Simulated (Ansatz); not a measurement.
The starting structures come from a database of crystals and need not be the phases stable at ambient conditions.

Data:

```
Sc2O7Si2
1.0
    4.69147     0.00000     0.00000
    0.00000     8.51534     0.00000
    0.71850     4.25767     3.18003
Sc Si O
2 2 7
Direct
  0.00000   0.69032   0.00000
  0.00000   0.30968   0.00000
  0.59198   0.77628   0.44744
  0.40802   0.22372   0.55256
  0.21341   0.07848   0.52824
  0.78659   0.92152   0.47176
  0.78659   0.60672   0.47176
  0.21341   0.39328   0.52824
  0.50000   0.00000   0.00000
  0.71986   0.39368   0.21264
  0.28014   0.60632   0.78736
```

Space group of this cell: C2/m. The cell is taken as given; by r2SCAN its mean pressure is -0.6 GPa.

Transport runs along the normal of the first two printed cell vectors.

The gap is the functional's own. No spin-orbit coupling. Mid-gap values are interpolated on the energy grid.

Problem. Compute, with r2SCAN in Ansatz (an electronic-structure program), the band gap and the smallest decay constant κ at mid-gap.

Solution. Gap 4.91 eV on a 8×10×10 mesh; κ = 0.481 1/Å, at the zone centre.
